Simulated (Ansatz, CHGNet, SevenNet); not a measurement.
**Rock-salt VN (cubic form, which distorts at low temperature): properties by level of theory**

Reference values: lattice constant a 4.136 Å (measured, room temperature, no zero-point or thermal correction; as tabulated in Friedrich, Winkler, Juarez-Arellano, Bayarjargal, Materials 4, 1648 (2011)).

```csv
level (code),equilibrium lattice constant a (Å),zone-centre TO phonon frequency (cm⁻¹)
CHGNet 0.3.0,4.127,181
SevenNet-0,4.126,271
SevenNet-l3i5,4.125,105
LDA (Ansatz),4.042,410
PBE (Ansatz),[?],[?]
PBEsol (Ansatz),4.073,391
```

**Question.** Some entries are withheld; supply them.

**Answer.** 
- PBE (Ansatz, a quantum-chemistry and plane-wave program), equilibrium lattice constant a (Å): 4.117
- PBE (Ansatz), zone-centre TO phonon frequency (cm⁻¹): 357

Machine-learned potentials (CHGNet 0.3.0, SevenNet-0, SevenNet-l3i5) are trained on DFT data: a solid inside that data is no test of them.

Caveats: symmetry holds this phase in the static calculation, where it need not be a minimum (LDA, PBE, PBEsol). Ansatz's density-functional and Hartree–Fock values are scalar-relativistic unless marked +SOC, with PAW data made under PBE.

The crystal itself was run without spin with LDA, PBE, PBEsol; a magnetic state was not tried in these runs.

Computed values are for the static lattice.
